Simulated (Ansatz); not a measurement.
Functionals compared on the (30-32) surface of hcp Sc in its 1x1 cell, outermost plane spacing 0.90 Å in the ideal cut, in Ansatz (plane waves, PAW). The structure was relaxed with PBE; the other rows are single points on it, each with its references at the same level. Cutoff 420 eV (500 eV for r2SCAN).

Slab: 24 atoms, 9.9 Å thick at the start (thin: gaps and levels are the slab's own); k 11x3x1, smearing 0.1 eV, dipole-corrected; all atoms relaxed; held to the start's symmetry, so lower structures may exist; no spin, no spin-orbit, no U. These notes are the PBE run's.

| functional | surface energy (J/m²) | work function of the top face (eV) | rough cost of the single point |
|---|---|---|---|
| PBE | 1.23 | 3.39 | – |
| LDA | 1.37 | 3.54 | very roughly 5 core-minutes |
| PBEsol | 1.33 | 3.43 | around 4 core-minutes (rough) |
| RPBE | 1.15 | 3.29 | roughly 5 core-minutes |
| r2SCAN | (withheld) | (withheld) | around 7 core-minutes (rough) |

Task: Fill in the missing entries.

Result: 
- r2SCAN, surface energy (J/m²): 1.32
- r2SCAN, work function of the top face (eV): 3.46

Ansatz is a first-principles code.
